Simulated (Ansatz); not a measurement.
Results of r²SCAN+SOC (PAW; Ansatz, a first-principles code) for TaTlO3 (Pm-3m, No. 221, 5 atoms in the cell; start mp-861873).

Numerical settings: plane-wave cutoff 560 eV, 8×8×8 k mesh, Fermi–Dirac smearing 0.01 eV, PAW data made under PBE.

Cell (relaxed with PBEsol):

```xyz
5
Lattice="4.0336 0.0000 0.0000 0.0000 4.0336 0.0000 0.0000 0.0000 4.0336" Properties=species:S:1:pos:R:3 pbc="T T T"
Ta     2.0168     2.0168     2.0168
Tl     0.0000     0.0000     0.0000
O      2.0168     2.0168     0.0000
O      0.0000     2.0168     2.0168
O      2.0168     0.0000     2.0168
```

**Question.** Predict the band gap, smallest direct gap on the k points sampled and direct gap at Γ.

**Answer.** 
* **band gap**: 0.78 eV (indirect)
* **smallest direct gap on the k points sampled**: 0.90 eV
* **direct gap at Γ**: 3.30 eV

Note: cell and atoms aren't relaxed at this level (pressure 1.4 GPa).

Static lattice: no zero-point or thermal effects.

A start named mp-… is a Materials Project structure, which need not be a measured phase.
